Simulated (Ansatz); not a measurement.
fcc Cu (0 0 1) on zinc-blende BN (0 0 1) (film strained to the substrate, started from cuts of the bulks and a machine-learned relaxation; slabs B7N8 and Cu6, which can lie off the formulas)

A periodic stack without vacuum, fcc Cu (0 0 1) on zinc-blende BN (0 0 1) (film strained to the substrate, started from cuts of the bulks and a machine-learned relaxation; slabs B7N8 and Cu6, which can lie off the formulas): substrate slab B7N8, film Cu6, surface cells [[1, 0], [1, 1]] and [[1, 0], [1, 1]], film strained by -0.1 and -0.1 %, outermost planes N/N and Cu/Cu as cut, which need not be the usual terminations and can put a slab off its formula.

The start was prepared with a machine-learned potential, and the result is one local minimum, with the in-plane cell held and forces under 0.04 eV/Å; the film can end far from its bulk form.

Computed with PBE (plane waves to 420 eV, PAW; Ansatz, a program for electronic structure). Spin–orbit coupling is left out; the runs are not spin-polarised; PBE gaps are too small against experiment. Its k-point mesh 12×12×1, Fermi–Dirac width 0.05 eV.

- interface area: 6.6 Å²
- period: 24.67 Å
- heights between the nearest atoms of the two slabs at the two interfaces: 1.45 and 1.45 Å
- Cu–N contacts across the interfaces within 1.22 times the sum of covalent radii: 4, mean 1.93 Å
- hole barrier (PBE): 0.89 eV
- electron barrier (PBE): 3.58 eV

```yaml
crystal:
  lattice:
    - [2.56290, 0.00019, 0.05356]
    - [0.00022, 2.56297, -0.04292]
    - [0.75907, -0.86127, 24.71275]
  atoms:
    - { symbol: B, position: [0.06137, 0.92681, 0.13798] }
    - { symbol: B, position: [0.59840, 0.38980, 0.06371] }
    - { symbol: B, position: [0.98818, 0.99998, 0.28491] }
    - { symbol: B, position: [0.52477, 0.46341, 0.21146] }
    - { symbol: B, position: [0.91500, 0.07312, 0.43185] }
    - { symbol: B, position: [0.45160, 0.53654, 0.35836] }
    - { symbol: B, position: [0.37799, 0.61009, 0.50612] }
    - { symbol: N, position: [0.07954, 0.40865, 0.10152] }
    - { symbol: N, position: [0.61550, 0.87272, 0.02942] }
    - { symbol: N, position: [0.00647, 0.48170, 0.24819] }
    - { symbol: N, position: [0.54303, 0.94514, 0.17478] }
    - { symbol: N, position: [0.93333, 0.55479, 0.39505] }
    - { symbol: N, position: [0.46989, 0.01825, 0.32164] }
    - { symbol: N, position: [0.86091, 0.62715, 0.54041] }
    - { symbol: N, position: [0.39684, 0.09125, 0.46831] }
    - { symbol: Cu, position: [0.29339, 0.69424, 0.67469] }
    - { symbol: Cu, position: [0.83151, 0.15637, 0.59903] }
    - { symbol: Cu, position: [0.21977, 0.76781, 0.82142] }
    - { symbol: Cu, position: [0.75640, 0.23121, 0.74842] }
    - { symbol: Cu, position: [0.14476, 0.84333, 0.97080] }
    - { symbol: Cu, position: [0.68274, 0.30485, 0.89515] }
```
